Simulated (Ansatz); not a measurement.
The parent structure is CuI in the wurtzite structure (space group P6_3mc, No. 186; a = 4.1870 Å, c = 6.8978 Å).

Calculations: PBEsol (Ansatz, a first-principles code, PAW, without spin-orbit coupling).

For the base:

- Lattice parameter a: 4.187 Å

Perturbation: a hydrostatic pressure of 5 GPa.

Problem. How does this affect the lattice parameter a?

Solution. The lattice parameter a shrinks by 0.122 Å to 4.065 Å.

Load acts through the strain it causes; cell and atoms are relaxed under it. Whether these cells are dynamically stable was not tested. Tetrahedral semiconductors of this kind turn to denser phases somewhere between about 1 and 50 GPa; those were not computed, so compressed cells here can lie past the real transition. All final runs are without spin polarisation. This is not the structure that CuI has at room temperature and ambient pressure.
